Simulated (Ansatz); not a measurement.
Defect migration in monoclinic HfO2: interstitial O, charge state -2. Computed with PBE, PAW (plane waves to 420 eV; Ansatz, a program for electronic structure).

Cell of 96 host sites held at the relaxed PBE lattice; the Γ point alone; Fermi-Dirac width 0.01 eV, spin-restricted; finite-size errors left in. Energies are static. Spin-orbit coupling is left out. The charge state is imposed; whether it is stable for some Fermi level was not computed. Sites that were not tried may lie lower.

Barriers: single points on a 2×2×2 k-point mesh shifted by half a step at the bands' geometries.

The step: a concerted move, in which O travels most; the atom moves 1.56 Å along (0.22, 0.13, 0.20) of the unit cell; the moving atom starts with neighbours Hf at 2.08, Hf at 2.14, Hf at 2.16; O at 2.35, O at 2.40, O at 2.53, O at 2.60, O at 2.63 Å and ends with Hf at 2.08, Hf at 2.14, Hf at 2.16; O at 2.35, O at 2.40, O at 2.53, O at 2.60, O at 2.63 Å.

Q: Estimate the migration barrier of this step that PBE, PAW returns for this input.

A: 0.54 eV, the same both ways. At the saddle the moving atom has neighbours 2 Hf at 2.00; O at 2.46, O at 2.47, 2 O at 2.48 Å. The saddle point's order was not checked.
